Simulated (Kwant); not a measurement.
Kwant, one-band effective-mass tight-binding model in one dimension, coherent, no space charge, current by the Tsu-Esaki formula.

System: Ge/Si0.2Ge0.8 stack with 3 barriers. One parabolic valley. Leads of mass 0.12 mₑ with the band edge at 0; grid 0.1 nm; bias swept from 0.0048 to 0.18 V, dropping linearly over the stack. Emitter Fermi level 0.024 eV, 77 K, equal in the collector.

| layer | thickness (nm) | band offset (eV) | mass (mₑ) |
|---|---|---|---|
| 1 | 3.1 | 0.12 | 0.14 |
| 2 | 7.4 | 0 | 0.12 |
| 3 | 3.1 | 0.12 | 0.14 |
| 4 | 7.4 | 0 | 0.12 |
| 5 | 3.1 | 0.12 | 0.14 |

Constants are typed, rounded textbook-type inputs, not results; the design itself was drawn at random and stands for no fabricated device.

Sweep values stay those of the base run.

One input was changed, with this effect: J at bias = 0.1317 V 7300 → 21300 A/cm²; J at bias = 0.1800 V 6490 → 43600 A/cm².

Q: Which change was it?
(A) width of the first well 7.4 → 8.9 nm
(B) temperature 77 → 150 K
(C) thickness of the first barrier 3.1 → 1.9 nm
(D) Fermi level in the emitter 0.024 → 0.018 eV
(E) mass in the first barrier 0.14 → 0.084 mₑ

A: B, temperature 77 → 150 K
